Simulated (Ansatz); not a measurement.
The parent structure is AlAs in the zinc blende structure (space group F-43m, No. 216; a = 5.675 Å). Axes: x, y, z lie along the cube axes.

All numbers come from PBEsol (Ansatz, a first-principles code), scalar-relativistic without spin-orbit coupling.

One thing is altered: the cell is scaled by 0.9703 in all directions, atoms relaxed at fixed cell.

Task: Predict the stress tensor and what it implies for the stiffness.

Result: Stress of the strained cell less that of the base (GPa, compression positive):
```
   7.90    0.00    0.00
   0.00    7.90    0.00
   0.00    0.00    7.90
```

Then B = −ΔP/(ΔV/V₀) with ΔV/V₀ = -0.0865 gives secant stiffness values (nonlinear terms included at this strain): B ≈ 91 GPa.

As a check, the harmonic strain energy −½ V₀ Δσ:ε is 50 meV/atom; the computed energy rise is 45 meV/atom.

Whether these cells are dynamically stable was not tested.
